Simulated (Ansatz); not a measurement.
The structure below was relaxed with PBEsol/PAW in Ansatz (a program for electronic structure), no spin-orbit coupling, at pressure 0.9 GPa.

```
CELL_PARAMETERS angstrom
     -2.90164     2.90164     1.57122
      2.90164    -2.90164     1.57122
      2.90164     2.90164    -1.57122
ATOMIC_POSITIONS crystal
  Sn 0.75000 0.25000 0.50000
  Sn 0.00000 0.00000 0.00000
```

Q: Find the space group and the Wyckoff positions.

A: Space group I4₁/amd, origin choice 1 (No. 141); a = b = 5.803 Å, c = 3.142 Å, α = β = γ = 90.00°

```tsv
atom	site	symmetry	x	y	z
Sn	4a	-4m2	0.0000	0.0000	0.0000
```

Load acts through the strain it causes; cell and atoms are relaxed under it. No phonon test of stability was made. The cell was made from Sn (space group I4_1/amd, No. 141) by this change: pressure 0.9 GPa.
